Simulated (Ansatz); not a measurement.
InP (F-43m), HSE06, rigid bands (Ansatz, a quantum-chemistry and plane-wave program): N_c = 6.92e17 cm⁻³ at 300 K and an electron conductivity mass of 0.0949 mₑ.

Task: For 1e16 electrons per cm³ at 300 K, place the Fermi level, estimate the Seebeck coefficient of a parabolic band with constant τ, and give mobility and conductivity for τ = 5 fs.

Result: The level lies k_BT ln(N_c/n) = 0.110 eV below the conduction-band minimum. S ≈ −(k_B/e)[ln(N_c/n) + 5/2] = -581 μV/K, against -577 μV/K from the full bands (mean over directions). μ = eτ/m = 92.7 cm²/(V·s) and σ = neμ = 0.148 S/cm. τ is assumed, not computed.

Band transport and this doping are assumed; polarons and phonon drag are left out. Spin-orbit coupling is left out. Geometry: cell and atoms relaxed with PBEsol.
